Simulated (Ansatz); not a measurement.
A zone-centre phonon calculation of ScSi2Ni2 (I4/mmm, 5 atoms in the cell) with Ansatz (a program for electronic structure).

Computed with LDA (PW92), default PAW files made with PBE (plane waves; Ansatz).

```
CELL_PARAMETERS angstrom
     -1.89698     1.89698     4.73090
      1.89698    -1.89698     4.73090
      1.89698     1.89698    -4.73090
ATOMIC_POSITIONS crystal
  Sc 0.00000 0.00000 0.00000
  Si 0.62206 0.62206 0.00000
  Si 0.37794 0.37794 0.00000
  Ni 0.25000 0.75000 0.50000
  Ni 0.75000 0.25000 0.50000
```

Reference input (self-consistent single point, DFT, LDA (PW92), plane waves, default PAW files made with PBE): basis.ecutwfc = 420 eV; kpoints.mp_grid.grid = 12 12 12; hamiltonian.xc = lda; hamiltonian.pseudopotentials = {kind: paw} (the program's default PAW files); scf.occupations.method = fermi_dirac; scf.occupations.width = 0.1 eV. This run's input differs from it in these lines:

Ansatz 0.2 input:
```diff
@@ -15,3 +15,3 @@
 kpoints:
-  mp_grid: { grid: [12, 12, 12] }
+  mp_grid: { grid: [8, 8, 8] }
 hamiltonian:
@@ -21,6 +21,4 @@
   occupations: { method: fermi_dirac, width: 0.1 }
-output:
-  forces: true
-  eigenvalues: true
-  stress: true
+phonons:
+  method: dfpt
```

Output (repeated stretches shortened):

```
SCF iter   1: F=—  HF=-14857.504044 eV  |F-HF|=—  |Δ(HF+E_count)|=         —  Δρ=1.20e-2  dr2=4.46e-2  ethr=1.77e-3  ⟨swp⟩=5.4  Hψ=12121  notcnv=0
all-band conjugate gradients solve this SCF's bands
preconditioner: auto → Kerker (q_TF=auto, 2.633 Å⁻¹)
SCF iter   2: F=—  HF=-14857.497473 eV  |F-HF|=—  |Δ(HF+E_count)|=   6.57e-3  Δρ=3.08e-3  dr2=3.63e-3  ethr=8.11e-5  ⟨swp⟩=2.3  Hψ=5992  notcnv=0
   [... lines left out ...]
SCF iter   7: F=—  HF=-14857.496848 eV  |F-HF|=—  |Δ(HF+E_count)|=   1.53e-8  Δρ=5.89e-6  dr2=1.88e-8  ethr=4.25e-10  ⟨swp⟩=1.0  Hψ=3135  notcnv=0
SCF iter   8: F=—  HF=-14857.496848 eV  |F-HF|=—  |Δ(HF+E_count)|=   6.15e-9  Δρ=8.15e-7  dr2=4.44e-10  ethr=3.42e-11  ⟨swp⟩=2.4  Hψ=4962  notcnv=0
SCF iter   9: F=—  HF=-14857.496848 eV  |F-HF|=—  |Δ(HF+E_count)|=  2.33e-10  Δρ=2.82e-7  dr2=5.95e-11  ethr=1.00e-12  ⟨swp⟩=2.6  Hψ=5715  notcnv=0
SCF iter  10: F=-14857.496848 eV  HF=-14857.496848 eV  |F-HF|=0.00e0  |Δ(HF+E_count)|=  2.18e-11  Δρ=5.20e-8  dr2=3.18e-12  ethr=1.00e-12  ⟨swp⟩=5.1  Hψ=14188  notcnv=0
SCF 1 converged in 10 iterations: F = -14857.496848 eV  dr2 = 3.18e-12
DFPT response loops at Γ: preconditioner auto → Kerker (q_TF=auto, 2.633 Å⁻¹) (partly filled bands, converged f_vac=0.000) …
WARN: q = [0.0000, 0.0000, 0.0000]: the response loops show signs that the electronic state is unstable, or barely stable, against a charge, spin or orbital …
Free energy (F): -14857.496848 eV
Internal energy: -14857.388891 eV  (E = F + TS)
E sigma→0 (E₀):  -14857.442869 eV
Entropy (-TS):   -0.107957 eV (-21.591 meV/atom)
Fermi energy:    13.338821 eV
   [... lines left out ...]
  ASR residual: 6.962e-4 → 0.000e0 eV/Å²; symmetrization residual: 1.166e-5 eV/Å²
  ASR residual per site (eV/Å²): 6.96e-4 5.89e-6 5.89e-6 4.17e-4 4.17e-4
  Γ frequencies (cm⁻¹): 0.00 0.00 0.00 162.98 162.98 184.74 185.83 185.83 186.16 343.27 366.44 366.44 368.39 368.39 464.66
  non-analytic LO–TO correction: not included (Born effective charges unavailable; polar crystals: no LO–TO splitting at Γ)
```

The run converged in 10 iterations. 

Summary of the result:
Free energy E − TS (on the zero of these files): -14857.4968 eV
Fermi level (on the code's own zero): 13.34 eV
Zone-centre frequencies (cm⁻¹; negative means imaginary): 0, 0, 0, 163, 163, 185, 186, 186, 186, 343, 366, 366, 368, 368, 465

The starting cell comes from a database of computed structures (which also holds hypothetical and non-ambient phases and stackings), without a prior relaxation at this level. Its lattice was rescaled by up to half a per cent. Spin polarisation is off.

Cost on one core of a shared machine: roughly 5 min.
